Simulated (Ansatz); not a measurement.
Consider the following.

```
SrTiO3
1.0
    3.88702     0.00000     0.00000
    0.00000     3.88702     0.00000
    0.00000     0.00000     3.88702
Sr Ti O
1 1 3
Cartesian
  0.00000   0.00000   0.00000
  1.94351   1.94351   1.94351
  0.00000   1.94351   1.94351
  1.94351   1.94351   0.00000
  1.94351   0.00000   1.94351
```

No spin polarisation.

The values are results of r2SCAN (Ansatz, a quantum-chemistry and plane-wave program; PAW; 500 eV plane waves; spin-orbit coupling left out), not measurements. Γ-centred 9×9×9 mesh, Fermi–Dirac width 0.05 eV.

**Question.** Predict the band gap.

**Answer.** 2.30 eV.

**Question.** Predict the smallest direct gap.

**Answer.** 2.65 eV.

**Question.** Estimate the gap character.

**Answer.** Indirect, R → Γ.

Load acts through the strain it causes; cell and atoms are relaxed under it. Whether these cells are dynamically stable was not tested. The final runs are not spin-polarised. The cell was made from SrTiO$_{3}$ in the cubic perovskite structure (space group Pm-3m, No. 221) by this change: pressure 3 GPa. Many cubic perovskites are stable only at high temperature; tilts and polar distortions were not tested.
